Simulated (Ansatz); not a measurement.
## What biaxial strain −2.39 %, plane normal [111], relaxed out of plane does to Pt

The parent structure is Pt in the fcc (Cu type) structure (space group Fm-3m, No. 225; a = 3.942 Å; relaxed with 0.1 eV smearing). Axes: x, y, z lie along the cube axes.

Modification: compressive biaxial strain of 2.39 % in the plane normal to [111], as in epitaxy on a mismatched substrate; the out-of-plane cell vector and the atoms relax.

Method: r2SCAN in Ansatz (plane waves to 500 eV, PAW, spin-orbit coupling left out), earlier PAW set. k-mesh 29×29×29 (Γ-centred); smearing 0.1 eV (Fermi–Dirac).

- Volume per atom: 15.03 Å³ (base 15.31 Å³)
- Space group: R-3m (No. 166) (base Fm-3m (No. 225))
- Shortest interatomic distance: 5.141 bohr (base 5.267 bohr)
- Energy relative to the base (free energy F): +20 meV/atom
- Pressure (mean of the normal stresses, compression positive): 6.1 GPa (base 0.0 GPa)
- Band gap: zero (base zero)
- Out-of-plane strain: +3.05 %
- Ratio −ε⊥/ε∥: 1.28
- Mean in-plane stress (compression positive): +9.2 GPa

Stability against distortions was not tested. All final runs are without spin polarisation.

Ansatz is an electronic-structure program.
